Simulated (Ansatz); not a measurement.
We consider Zn8Cu5 (I-43m, No. 217), described by PBEsol (PAW; Ansatz, a first-principles code).

Settings: plane-wave cutoff 520 eV, 10×10×10 k mesh, Fermi–Dirac smearing 0.05 eV, no spin polarisation, scalar-relativistic PAW data made under PBE.

Pressure at four volumes; x = ln(V/12.666 Å³). One pressure is withheld.

| V (Å³/atom) | x | P (GPa) |
|---|---|---|
| 12.159 | -0.0409 | 5.77 |
| 12.666 | 0.0000 | -0.01 |
| 12.919 | 0.0198 | -2.42 |
| 13.172 | 0.0392 | ? |

Q: Pass a parabola P(x) through the three rows shown, estimate the bulk modulus and its pressure derivative near zero pressure, and predict the withheld pressure.

A: Slopes between the rows: (-0.01 − (5.77))/(0.0000 − (-0.0409)) = -141.32 and (-2.42 − (-0.01))/(0.0198 − (0.0000)) = -121.72 GPa. Their difference over the span 0.0607 is c = 19.60/0.0607 = 322.9 GPa, so P(x) = 5.77 + (-141.32)(x − (-0.0409)) + 322.9 (x − (-0.0409))(x − (0.0000)). At the middle row B = −dP/dx = −[-141.32 + 322.9 × 0.0409] = 128.1 GPa, and B′ = dB/dP = 2c/B = 5.0. At x = 0.0392 the parabola gives -4.54 GPa; the run gives -4.55 GPa. The Birch–Murnaghan fit to the energies at all volumes has B0 = 128 GPa and B′ = 5.0.

Note: the volume lies 6 % below that of the published cell.
